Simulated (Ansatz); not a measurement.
**InAs under a change: x(Ga) = 0.25, 8 atoms, Cm**

Base system: InAs in the zinc blende structure (space group F-43m, No. 216; a = 6.1091 Å).

The other end (x = 1) is GaAs in the zinc blende structure (space group F-43m, No. 216): 22.75 Å³/atom, gap 0.96 eV.

Now apply this change: a fraction x = 0.25 of the In sites is given to Ga, ordered in a cell of 8 atoms (starting symmetry Cm) and fully relaxed.

Level of theory: r2SCAN/PAW in Ansatz (an electronic-structure program), no spin-orbit coupling. k-mesh 8×8×5 (Γ-centred); smearing 0.05 eV (Fermi–Dirac), for the changed cell.

The volume per atom decreases by 1.50 Å³ to 27.00 Å³ and the density falls by 0.04 g/cm³ (5.53 g/cm³ → 5.49 g/cm³). The shortest interatomic distance decreases by 0.186 Å, from 2.645 Å to 2.459 Å and the band gap goes up by 0.04 eV (0.08 eV → 0.12 eV). The gap character (in this cell's own zone, which can be folded) is still direct at Γ and the valence-band top at Γ (three highest levels, from the VBM) goes from 0.00, 0.00, 0.00 eV to 0.00, -0.04, -0.09 eV. The mixing energy is +0.02 eV/atom (to 0.01 eV only: unlike meshes or grids) and the deviation of the volume from the linear (Vegard-type) interpolation amounts to -0.2 %. The bowing parameter b of this ordering, from Eg = [1−x] Eg[0] + x Eg[1] − b x [1−x], amounts to 1.0 eV and the mean first-shell distances comes out as In–As 2.634 Å (end compound 2.645 Å), Ga–As 2.497 Å (end compound 2.454 Å).

Each cell is one ordered arrangement of few atoms, which overstates ordering effects compared with a random alloy. Whether these cells are dynamically stable was not tested. A zero or small gap of In3GaAs4 and InAs can be the functional's error rather than a property of the material. k-point labels follow each cell's own Brillouin zone.
